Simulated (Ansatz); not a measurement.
Take HfS₂ in the CdI2 type structure (space group P-3m1, No. 164; layered, stacked along the Cartesian z axis) as the base.

```
HfS2
1.0
    3.54747     0.00000     0.00000
   -1.77374     3.07220     0.00000
    0.00000     0.00000     5.57681
Hf S
1 2
Direct
  0.00000   0.00000   0.00000
  0.33333   0.66667   0.26190
  0.66667   0.33333   0.73810
```

Cartesian axes are those of the cell as printed.

Computed with Ansatz (a quantum-chemistry and plane-wave program) PBEsol-D3(BJ), no spin-orbit coupling.

Strains are applied to the cell and any free atomic positions relax; under biaxial strain the out-of-plane vector relaxes too.

One change was made to it. Results:

The valence-band top at Γ (three highest levels, from the VBM) becomes 0.00, -0.23, -0.23 eV (base: 0.00, -0.29, -0.29 eV); the band gap drops by 0.06 eV to 0.39 eV; the pressure (mean of the normal stresses, compression positive) goes up by 0.87 GPa to 0.88 GPa.

Q: Which of these changes matches the shifts?
A) isotropic strain +1.12 %
B) uniaxial strain ε_xx = +0.23 %
C) biaxial strain −0.72 %, plane normal [001], relaxed out of plane
D) uniaxial strain ε_xx = −2.90 %

A: C, biaxial strain −0.72 %, plane normal [001], relaxed out of plane. For comparison, the band gap in the other runs: uniaxial strain ε_xx = +0.23 % gives 0.46 eV; isotropic strain +1.12 % gives 0.62 eV; uniaxial strain ε_xx = −2.90 % gives 0.22 eV.

Spin-orbit coupling, missing from the scalar runs, can matter with Hf. Stability against distortions was not tested. A zero or small gap of HfS2 under uniaxial strain ε_xx = −2.90 % can be the functional's error rather than a property of the material.
